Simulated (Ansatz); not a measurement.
Consider the following.

```
CELL_PARAMETERS angstrom
      0.00000     2.39888     2.39888
      2.39888     0.00000     2.39888
      2.39888     2.39888     0.00000
ATOMIC_POSITIONS crystal
  Pb 0.00000 0.00000 0.00000
```

These are PBEsol, DFPT electron-phonon coupling, linearised Boltzmann equation (plane waves, PAW, scalar-relativistic; Ansatz, a quantum-chemistry and plane-wave program) values and carry that method's errors. Condition of this run: hydrostatic pressure 5 GPa (the target of the relaxation). Geometry: relaxed with this functional, without spin-orbit coupling, then loaded as said.

### Question
What phonon-limited resistivity does this give at 300 K?

### Answer
7.2 μΩ·cm.

### Question
And the electrons' mean free path at that temperature?

### Answer
11.2 nm, weighted by the current that each state carries. Wires not much wider than this gain resistivity from their walls.

A metal at this level (no band gap). Only scattering by harmonic phonons is included (no impurities, grain boundaries, electron-electron scattering or thermal expansion). Spin-orbit coupling is left out, which matters with elements this heavy. The squared frequency of the phonon mode least converged on the k mesh is uncertain by 11 %. The run warned that the eigensolver left some states short of its tolerance. Halving the electron mesh (32x32x32) moves the resistivity by up to 2 % at 300 K, the mean free path by up to 1 %. Smearing 0.20 eV; phonons on a 5x5x5 q mesh, which this run doesn't test.
